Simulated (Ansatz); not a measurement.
## Response to strain in CdS

Take CdS in the zinc blende structure (space group F-43m, No. 216; a = 5.927 Å) as the base.

Strains are applied to the cell and any free atomic positions relax.

Method: PBE/PAW in Ansatz (a quantum-chemistry and plane-wave program), scalar-relativistic without spin-orbit coupling.

```csv
isotropic strain (%),band gap (eV)
-2.5,1.21
-2,1.17
-1.5,1.14
-1,1.11
-0.5,?
0,1.04
0.5,1.01
1.5,0.94
2.5,0.87
```

Problem. Fit E_g = E₀ + Dε (ε in %) to the rows shown and predict the withheld row.

Solution. Least squares on the printed values gives E₀ = 1.04 eV, D = -67.2 meV per % of strain (largest residual 0.00 eV); this predicts 1.07 eV, and the run gives 1.07 eV, in agreement.

Whether these cells are dynamically stable was not tested.
